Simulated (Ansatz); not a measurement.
Band structure of NiGe (Pnma, 8 atoms in the cell).

```xyz
8
Lattice="5.3105 0.0000 0.0000 0.0000 3.4385 0.0000 0.0000 0.0000 5.7500" Properties=species:S:1:pos:R:3 pbc="T T T"
Ni     2.6847     0.8596     3.9717
Ni     2.6258     2.5789     1.7783
Ni     5.2810     2.5789     1.0967
Ni     0.0294     0.8596     4.6533
Ge     3.6624     0.8596     0.5001
Ge     1.6480     2.5789     5.2498
Ge     4.3033     2.5789     3.3751
Ge     1.0072     0.8596     2.3748
```

Method: PBE, PAW files (plane waves; Ansatz, a program for electronic structure).

Settings: basis.ecutwfc = 420 eV; kpoints.mp_grid.grid = 4 5 3; hamiltonian.xc = pbe; hamiltonian.pseudopotentials = {kind: paw} (the program's default PAW files); scf.occupations.method = gaussian; scf.occupations.width = 0.05 eV; kpoints.band_path.npoints = 8.

The starting cell comes from a database of computed structures (which also holds hypothetical and non-ambient phases and stackings), without a prior relaxation at this level. Its lattice was rescaled by a random factor within 2.5 % of one. Spin polarisation is off.

Levels in eV from the Fermi level, bands 61 to 68:
| point | 61 | 62 | 63 | 64 | 65 | 66 | 67 | 68 |
|---|---|---|---|---|---|---|---|---|
| Γ | -1.73 | -1.09 | -0.95 | -0.84 | 0.75 | 0.85 | 4.00 | 4.12 |
| X | -1.64 | -1.64 | -1.27 | -1.27 | -0.50 | -0.50 | 2.07 | 2.07 |
| S | -1.40 | -1.40 | -1.40 | -1.40 | 0.34 | 0.34 | 0.34 | 0.34 |
| Y | -1.62 | -1.62 | 0.80 | 0.80 | 1.49 | 1.49 | 3.22 | 3.22 |
| Z | -1.27 | -1.27 | -0.18 | -0.18 | 1.11 | 1.11 | 2.73 | 2.73 |
| U | -1.68 | -1.68 | -1.54 | -1.54 | 0.42 | 0.42 | 0.76 | 0.76 |
| R | -1.60 | -1.60 | -1.60 | -1.60 | 2.53 | 2.53 | 2.53 | 2.53 |
| T | -0.92 | -0.92 | 0.74 | 0.74 | 2.58 | 2.58 | 2.64 | 2.64 |

Bands cross the Fermi level along this path, so the cell is metallic at this level.

Keys are those of Ansatz 0.2.
